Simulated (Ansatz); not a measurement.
## InAs: response to strain

Base system: InAs in the zinc blende structure (space group F-43m, No. 216).

InAs is modelled in the cubic space group F-43m (No. 216), the zinc blende structure, Pearson symbol cF8. Cell: a = 6.0261 Å, b = 6.0261 Å, c = 6.0261 Å, α = 90.00°, β = 90.00°, γ = 90.00°. In on 4a is surrounded by 4 As at 2.609 Å (tetrahedral). As on 4d sees 4 In at 2.609 Å (tetrahedral). (Neighbours: up to the widest gap in distance over summed covalent radii, below 1.35, at either atom; cation-cation and far metal-metal contacts left out.)
(The calculation used a cell of 2 atoms; values per cell refer to that cell.)

Strains are applied to the cell and any free atomic positions relax.

Method: plane-wave PAW DFT at the LDA level (Ansatz, a program for electronic structure, 420 eV), no SOC.

Computed cases, in order: isotropic strain −3.00 %; isotropic strain −2.50 %; isotropic strain −2.00 %; isotropic strain −1.50 %; isotropic strain −1.00 %; isotropic strain −0.50 %; the unstrained base; isotropic strain +0.50 %; isotropic strain +1.00 %; isotropic strain +1.50 %; isotropic strain +2.00 %; isotropic strain +2.50 %; isotropic strain +3.00 %.

### Question
Between which two neighbouring cases does the band gap open or close?

### Answer
Between isotropic strain −3.00 % (0.08 eV) and isotropic strain −2.50 % (zero). The whole series: isotropic strain −3.00 %: 0.08 eV; isotropic strain −2.50 %: zero; isotropic strain −2.00 %: zero; isotropic strain −1.50 %: zero; isotropic strain −1.00 %: zero; isotropic strain −0.50 %: zero; the unstrained base: zero; isotropic strain +0.50 %: zero; isotropic strain +1.00 %: zero; isotropic strain +1.50 %: zero; isotropic strain +2.00 %: zero; isotropic strain +2.50 %: zero; isotropic strain +3.00 %: zero.

The mesh was chosen for an insulator and is coarse for the gapless case. No phonon test of stability was made. The final runs are not spin-polarised. The zero or small gap of InAs can change with the level of theory.
